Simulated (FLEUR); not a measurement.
Band structure of CeMg3 (Fm-3m, 4 atoms in the cell).

```xyz
4
Lattice="0.0000 3.6874 3.6874 3.6874 0.0000 3.6874 3.6874 3.6874 0.0000" Properties=species:S:1:pos:R:3 pbc="T T T"
Ce     0.0000     0.0000     0.0000
Mg     5.5311     5.5311     5.5311
Mg     1.8437     1.8437     1.8437
Mg     3.6874     3.6874     3.6874
```
Moments meant for the start (each program seeds them in its own way; μB, in the order of the atoms Ce Mg Mg Mg): 1.0 0.0 0.0 0.0.

Method of the run: LDA (Vosko-Wilk-Nusair), all-electron FLAPW (FLEUR), scalar-relativistic valence.

Settings: Kmax = 3.8 1/bohr; GmaxXC = 15.2 1/bohr; xcFunctional = vwn; jspins = 2; l_soc = F; mode = hist; fermiSmearingEnergy = 0.00734986 Htr; mesh (inpgen div1-3) = 5 5 5; inpgen gamma flag = false; Gmax = 15.2 1/bohr; numbands = 0; maxIterBroyd = 25; imix = Anderson; alpha = 0.05.

The starting cell comes from a database of computed structures (which also holds hypothetical and non-ambient phases and stackings), without a prior relaxation at this level. Spin-orbit coupling is off. The f electrons are in the valence without U or exact exchange, which can misplace them near the Fermi level. Spin-orbit terms, which matter for f shells, are left out. Values depend on the basis (sphere radii, cutoffs, local orbitals), which need not be converged.

Levels in eV from the Fermi level, bands 18 to 25 of the first spin channel:
```tsv
point	18	19	20	21	22	23	24	25
Γ	-0.85	-0.85	-0.85	-0.10	0.07	0.07	0.07	0.27
X	-2.76	-2.34	-0.44	-0.44	0.16	0.20	0.23	0.23
W	-2.62	-2.62	-1.74	0.04	0.04	0.20	0.24	0.24
K	-2.79	-2.69	-0.71	-0.60	0.12	0.20	0.23	0.24
L	-3.57	-0.99	-0.99	-0.12	0.08	0.08	0.21	0.25
U	-2.79	-2.69	-0.71	-0.60	0.12	0.20	0.23	0.24
```
